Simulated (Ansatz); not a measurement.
Amorphous Si24O48Mo, 73 atoms at 2.31 g/cm³, one PBE-relaxed geometry, zone centre. Methods: PBE, scalar-relativistic without spin-orbit coupling (Ansatz, an electronic-structure program); r2SCAN, scalar-relativistic without spin-orbit coupling (Ansatz); HSE06, scalar-relativistic without spin-orbit coupling (Ansatz). Plane waves to 420 eV (r2SCAN 500 eV); exact exchange is cut at the cell's faces. The usual formal charges leave 6 electrons over, so the level spacing at the Fermi energy parts defect or band states and needn't be the band gap. In the spin-polarised cell the level spacing at the Fermi energy can part levels of unlike spin. At PBE the levels at both edges of the gap are localised (band-tail or defect states), and the nearest spread-out levels lie 5.5 eV apart at the zone centre.

Preparation: random packing, a CHGNet melt and quench, and a DFT relaxation. O atoms were pushed apart under 1.9 Å during the dynamics, to hinder bonds among them. The hot cell started wider than the set density and was brought back towards it in steps. It is the lowest in DFT energy of 2 quenches. It is a model cell: composition and starting density were chosen by hand, and all elements were melted together. No dispersion term was used. Its density started from a set value of 2.31 and ended at 2.31 g/cm³. The simulated quench (nominally 320 K/ps over its main leg) is rapid and tends to freeze in more defects than a deposited or slowly cooled glass has. Values belong to this one cell and scatter from quench to quench. The volume was held where the preparation left it and the shape relaxed, at a PBE pressure of -0.2 GPa (tension).

The relaxation ran on the zone centre alone. At PBE the level spacing at the Fermi energy is 1.45 eV on a 2×2×2 Γ-centred mesh, and the spacing at the zone centre alone 1.47 eV.

What zone-centre spacing does r2SCAN give, roughly?

1.99 eV (+0.52 eV against PBE).

What zone-centre spacing does HSE06 give, roughly?

2.95 eV (+1.49 eV against PBE).

The highest filled and the lowest empty state spread over these numbers of atoms (participation numbers): PBE: 2.1 and 2.6; r2SCAN: 3.6 and 2.5; HSE06: 3.0 and 2.7.
